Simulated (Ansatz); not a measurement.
InP (R3m), r2SCAN with spin-orbit coupling, rigid bands in Ansatz (an electronic-structure program): Condition of this run: uniaxial stress along [111] of -3 GPa (compression positive) (the target of the relaxation). band gap 0.89 eV, N_c = 5.64e17 cm⁻³ and N_v = 1.17e19 cm⁻³ at 300 K, conductivity masses of 0.0829 mₑ (electrons) and 0.469 mₑ (holes). Take k_BT = 0.02585 eV.

**Question.** Find the intrinsic carrier density and the intrinsic Fermi level.

**Answer.** n_i = √(N_c N_v) exp(−E_g/2k_BT) = 2.57e18 × exp(−17.21) = 8.6e10 cm⁻³. The level lies (k_BT/2) ln(N_v/N_c) = 39 meV from mid-gap (positive towards the conduction band). Each 0.1 eV added to the gap lowers n_i by a factor of 6.9.

**Question.** A film of it is 8 nm thick. Estimate the confinement energies in an infinite well.

**Answer.** ħ²π²/(2m t²) = 0.376 eV·nm²/(m/mₑ × t²) gives 70.9 meV for electrons and 12.5 meV for holes, so the gap would widen to about 0.97 eV. Finite barriers and nonparabolic bands lower this, and with several valleys or bands the heaviest mass along the normal sets the lowest level, not this average.

**Question.** What thermal injection velocity √(2k_BT/πm) limits a ballistic channel?

**Answer.** 1.87e7 cm/s for electrons and 7.86e6 cm/s for holes, a ratio of √(m_h/m_e) = 2.38, for dilute carriers.

Rigid, parabolic bands with the computed gap; masses take one relaxation time for all states. Geometry: cell and atoms relaxed with PBEsol.
